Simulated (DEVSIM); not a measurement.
System: illuminated Si n-on-p cell, one wavelength, with a back-surface field, at 300 K.

```csv
layer (left to right),material,thickness (μm),Nd (cm⁻³),Na (cm⁻³),τn (s),τp (s),absorption coefficient (cm⁻¹)
1,Si,0.180,2.6e18,-,1.5e-7,2.9e-7,9700
2,Si,31.0,-,2.9e17,2.2e-6,2.2e-6,9700
3,Si,1.80,-,9.6e18,2.2e-6,2.2e-6,9700
```

Left contact: ohmic, minority hole recombination velocity 40000 cm/s. Right contact: ohmic, minority electron recombination velocity 30000 cm/s. Voltage is applied to the left contact. Recombination: SRH at mid-gap, radiative, Auger. Light enters at the left, 3.5e17 photons cm⁻² s⁻¹, one pass, no reflection. Mobility is μmin + (μ − μmin)/(1 + (N/Nref)^α).

Constants are typed, rounded textbook-type inputs, not results; the design itself was drawn at random and stands for no fabricated device. Values at 300 K; Nc and Nv go as T^1.5, mobilities as T to minus their exponent, the gap by Varshni's rule with the affinity fixed.

| parameter | Si |
|---|---|
| gap (eV) | 1.124 |
| affinity (eV) | 4.05 |
| permittivity | 11.7 |
| Nc (cm⁻³) | 2.86e19 |
| Nv (cm⁻³) | 3.1e19 |
| μn (cm²/Vs) | 1417 |
| μp (cm²/Vs) | 470 |
| μn,min | 52 |
| μp,min | 45 |
| Nref,n | 9.7e16 |
| Nref,p | 2.2e17 |
| αn | 0.68 |
| αp | 0.72 |
| T exponent of μn | 2.3 |
| T exponent of μp | 2.2 |
| B (cm³/s) | 4.7e-15 |
| Cn (cm⁶/s) | 2.8e-31 |
| Cp (cm⁶/s) | 9.9e-32 |
| Varshni α (eV/K) | 0.000473 |
| Varshni β (K) | 636 |

DEVSIM, 1D drift-diffusion, Boltzmann statistics, complete ionisation; no tunnelling, impact ionisation, image-force lowering or self-heating.

Base results: potential step across the device at zero bias (V) 1.032; share of generated pairs collected at short circuit 0.974; open-circuit voltage (V) 0.668; dark forward voltage at 100 A/cm² (V) 0.880.

**Question.** What follows from this one change: minority lifetime in layer 2 2.2e-06 → 6.6e-07 s?

**Answer.** potential step across the device at zero bias little changed (1.032 V); share of generated pairs collected at short circuit 0.974 → 0.961; open-circuit voltage 0.668 → 0.659 V; dark forward voltage at 100 A/cm² 0.880 → 0.875 V.

**Question.** What follows from this one change: photon flux 3.5e+17 → 1e+19 cm^-2 s^-1?

**Answer.** potential step across the device at zero bias little changed (1.032 V); share of generated pairs collected at short circuit little changed (0.974); open-circuit voltage 0.668 → 0.755 V; dark forward voltage at 100 A/cm² little changed (0.880 V).

**Question.** What follows from this one change: temperature 300 → 500 K?

**Answer.** potential step across the device at zero bias 1.032 → 0.846 V; share of generated pairs collected at short circuit 0.974 → 0.968; open-circuit voltage 0.668 → 0.241 V; dark forward voltage at 100 A/cm² 0.880 → 0.605 V.

**Question.** What follows from this one change: constant mobility in place of the doping-dependent one?

**Answer.** potential step across the device at zero bias little changed (1.032 V); share of generated pairs collected at short circuit 0.974 → 0.991; open-circuit voltage 0.668 → 0.663 V; dark forward voltage at 100 A/cm² 0.880 → 0.866 V.
